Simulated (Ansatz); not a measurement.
```
CELL_PARAMETERS angstrom
      3.81231     0.00000     0.00000
      0.00000     3.81231     0.00000
      0.00000     0.00000     4.61144
ATOMIC_POSITIONS crystal
  Sn 0.50000 0.00000 0.24819
  Sn 0.00000 0.50000 0.75181
  O  0.00000 0.00000 0.00000
  O  0.50000 0.50000 0.00000
```

No spin polarisation.

All numbers come from PBEsol-D3(BJ) (Ansatz, a quantum-chemistry and plane-wave program), no SOC, earlier PAW set. Settings: 15×15×13 k-points, 0.1 eV Fermi–Dirac smearing.

Q: Predict the band gap, pressure and space group.

A: 
- Band gap: zero
- Pressure (mean of the normal stresses, compression positive): -1.9 GPa
- Space group: P4/nmm (No. 129)

The cells carry an imposed strain or load. Stability against distortions was not tested. All final runs are without spin polarisation. The cell was made from SnO in the litharge type structure (space group P4/nmm, No. 129; layered, stacked along the Cartesian z axis) by this change: isotropic strain +1.19 %. A zero or small gap of SnO can be the functional's error rather than a property of the material.
